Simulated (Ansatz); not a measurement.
# GaN: tensor shear ε_yz = −2.01 %

Start from GaN in the wurtzite structure (space group P6_3mc, No. 186; a = 3.183 Å, c = 5.184 Å). Axes: x lies along a and z along c of the hexagonal cell.

Now apply this change: tensor shear ε_yz = −2.01 % (engineering shear γ = -0.0402); the atoms relax in the strained cell.

Level of theory: r2SCAN (Ansatz, an electronic-structure program), spin-orbit coupling left out. k-mesh 12×12×7 (Γ-centred); smearing 0.05 eV (Fermi–Dirac).

The volume per atom stays 11.37 Å³ and the space group becomes Cm (No. 8) (base: P6_3mc (No. 186)). The shortest interatomic distance drops by 0.014 bohr (3.677 bohr → 3.663 bohr) and the energy grows by 5.6 meV/atom. The pressure (mean of the normal stresses, compression positive) hardly moves (0.00 GPa against 0.01 GPa) and the band gap falls by 0.11 eV, from 2.35 eV to 2.24 eV. The gap character remains direct at Γ and the electron mass changes from 0.17 mₑ along c, 0.19 mₑ across (at Γ) to 0.17 mₑ along z, 0.19 mₑ across (at Γ). The valence-band top at Γ (three highest levels, from the VBM) goes from 0.00, 0.00, -0.04 eV to 0.00, -0.10, -0.23 eV and the stress (xx, yy, zz, yz, xz, xy; compression positive) comes out as (0.08, -0.17, 0.14, 3.93, 0.00, 0.00) GPa.

Final structure:

```
CELL_PARAMETERS angstrom
      3.18312     0.00000     0.00000
     -1.59156     2.75667    -0.05541
      0.00000    -0.10419     5.18363
ATOMIC_POSITIONS crystal
  Ga 0.66512 0.33024 0.00092
  Ga 0.33187 0.66374 0.50094
  N  0.66839 0.33679 0.62427
  N  0.33461 0.66923 0.12427
```

Cost of the whole job for the changed cell (relaxation, final SCF and bands): around 3 core-minutes (rough).

Masses are band curvatures over ±0.01 Å⁻¹ around the edge. Stability against distortions was not tested. Labels are those of the standard path for the cell's own space group.
